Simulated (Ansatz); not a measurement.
The reference is CdCu2GeSe4 (space group I-42m, No. 121; a = 5.7302 Å, c = 11.0241 Å).

All numbers come from PBEsol, PAW, 420 eV (Ansatz, an electronic-structure program; no spin-orbit coupling).

Base values:

The lattice parameter a is 5.730 Å.

One thing is altered: cell and atoms relaxed at a pressure of 9 GPa.

What happens to the lattice parameter a?

The lattice parameter a drops by 0.167 Å to 5.563 Å.

Load acts through the strain it causes; cell and atoms are relaxed under it. Whether these cells are dynamically stable was not tested. No other phases were tried under pressure. All final runs are without spin polarisation.
